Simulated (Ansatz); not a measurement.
An Ansatz (a first-principles code) run: PbAu2; DFT with PBEsol, PAW potentials and a 420 eV plane-wave cutoff in Ansatz, scalar-relativistic without spin-orbit coupling.

Input:

Ansatz 0.2 input:
```yaml
crystal:
  lattice:
    - [0, 3.9763550628, 3.9763550628]
    - [3.9763550628, 0, 3.9763550628]
    - [3.9763550628, 3.9763550628, 0]
  atoms:
    - { symbol: Pb, position: [0.25, 0.25, 0.25] }
    - { symbol: Pb, position: [0, 0, 0] }
    - { symbol: Au, position: [0.625, 0.625, 0.125] }
    - { symbol: Au, position: [0.625, 0.125, 0.625] }
    - { symbol: Au, position: [0.625, 0.625, 0.625] }
    - { symbol: Au, position: [0.125, 0.625, 0.625] }
basis: { ecutwfc: 420, ecutrho_ratio: 4, xc_grid: 2, fft_grid_basis: typed }
kpoints: { mp_grid: { grid: [10, 10, 10] } }
hamiltonian:
  xc: pbesol
  dispersion: none
  pseudopotentials: { kind: paw }
scf: { occupations: { method: fermi_dirac, width: 0.05 }, convergence: { dr2_threshold: 0.0000000006 } }
output: { forces: true, stress: true }
```

Output (explanatory and most iteration lines left out):

```
Pseudopotential: Pb, paw, valence charge 14
Pseudopotential: Au, paw, valence charge 19
Crystal: 6 atoms, lattice volume = 125.743 Å³
Basis set: ecut = 420 eV, 2445 PW (Γ), exchange–correlation on 80×80×80 points (8 copies of the dense FFT grid, shifted against one another)
Bands: 59, of which v1, the nominal top of the filled ones, is band 52 counted from 1 (51 counted from 0)
Symmetry: 48 space group operations
Space group: Fd-3m (ITA 227), of the structure as read, at distance tolerance 5.0e-5 Å
k-points: 47 of 1000
Functional: x = pbesol(κ = 0.804, μ = 0.12345679012345678), c = pbesol(β = 0.046)
SCF iter   1: F=—  HF=-75538.622404 eV  |F-HF|=—  |Δ(HF+E_count)|=         —  Δρ=3.15e-3  dr2=6.63e-3  ethr=1.77e-3  ⟨swp⟩=6.2  Hψ=10040  notcnv=0  defer=5
SCF iter   2: F=—  HF=-75538.623312 eV  |F-HF|=—  |Δ(HF+E_count)|=   9.08e-4  Δρ=1.68e-3  dr2=1.84e-3  ethr=6.37e-6  ⟨swp⟩=2.7  Hψ=5576  notcnv=0  defer=34
SCF 1 converged in 8 iterations: F = -75538.622846 eV  dr2 = 1.36e-10
SCF converged after 8 iterations
Free energy (F): -75538.622846 eV
Internal energy: -75538.612203 eV  (E = F + TS)
E sigma→0 (E₀):  -75538.617525 eV
Entropy (-TS):   -0.010644 eV (-1.774 meV/atom)
Fermi energy:    16.136121 eV
--- Forces (eV/Å), atoms counted from 1 ---
  atom   1  Pb    -0.00000000     0.00000000     0.00000000
  atom   2  Pb    -0.00000000     0.00000000     0.00000000
  atom   3  Au     0.00000000     0.00000000    -0.00000000
  atom   4  Au     0.00000000     0.00000000     0.00000000
  atom   5  Au     0.00000000    -0.00000000     0.00000000
  atom   6  Au     0.00000000    -0.00000000    -0.00000000
--- Stress (GPa, compression-positive) ---
       -0.000287       0.000000      -0.000000
        0.000000      -0.000287       0.000000
        0.000000      -0.000000      -0.000287
  P = ⅓ Tr σ = -0.0003 GPa (-0.003 kbar)
```

Spin-orbit coupling, missing from the scalar runs, can matter with Au and Pb. Stability against distortions was not tested. The cell is PbAu₂ in the cubic Laves (MgCu2 type) structure (space group Fd-3m, No. 227).
